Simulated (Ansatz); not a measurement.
## Hypothetical P4_2/mnm BAs: carrier doping

Take BAs (space group P4_2/mnm, No. 136; a = 5.837 Å, c = 3.362 Å; a hypothetical phase, not in the database extracts checked) as the base.

Carriers are added at fixed cell with a uniform background; the Fermi–Dirac width is that of 300 K.

Calculations: PBEsol (Ansatz, a program for electronic structure), no SOC.

Notes on the quantities. Fermi level from band edge: Fermi level relative to the doped band's edge (positive inside the band; to 0.05 eV).

| variant | Fermi level from band edge | gap between the host's bands |
|---|---|---|
| undoped | – | 0.61 eV |
| electrons 2.0×10^21 cm⁻³ | +0.75 eV | [?] |
| electrons 3.0×10^21 cm⁻³ | [?] | 0.55 eV |
| electrons 5.0×10^21 cm⁻³ | +1.00 eV | 0.52 eV |
| electrons 7.0×10^21 cm⁻³ | +1.05 eV | 0.50 eV |
| holes 2.0×10^21 cm⁻³ | +0.60 eV | 0.67 eV |
| holes 3.0×10^21 cm⁻³ | [?] | 0.69 eV |
| holes 5.0×10^21 cm⁻³ | +1.00 eV | 0.73 eV |
| holes 7.0×10^21 cm⁻³ | +1.20 eV | 0.78 eV |

Task: Fill in the withheld entries from the trend.

Result: 
- electrons 2.0×10^21 cm⁻³, gap between the host's bands: 0.57 eV
- electrons 3.0×10^21 cm⁻³, Fermi level from band edge: +0.85 eV
- holes 3.0×10^21 cm⁻³, Fermi level from band edge: +0.80 eV

Charged cell with a jellium background: band edges are those of the host's band count, energies are not comparable with the neutral cell, and many-body gap narrowing is missing. Whether these cells are dynamically stable was not tested.
